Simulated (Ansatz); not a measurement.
Fluorite PbF2 (high-temperature phase) was calculated with B3LYP (VWN-RPA form) (Ansatz, a first-principles code, PAW).

Settings: plane-wave cutoff 460 eV, 8×8×8 k mesh, Fermi–Dirac smearing 0.01 eV, scalar-relativistic PAW data made under PBE.

Properties against volume:

```tsv
V (Å³/atom)	P (GPa)	direct gap at Γ (eV)	smallest gap on the k mesh (eV)
17.191	3.64	11.099	6.133
17.578	1.84	10.923	6.144
17.950	0.30	10.759	6.152
18.479	-1.59	10.532	6.159
18.930	-2.97	10.345	6.161
```

The fundamental gap (6.15 eV at the equilibrium volume, on the SCF mesh) lies elsewhere than Γ–Γ.

Spin–orbit coupling is not included; with these elements it can move the gap by several tenths of an eV or more.
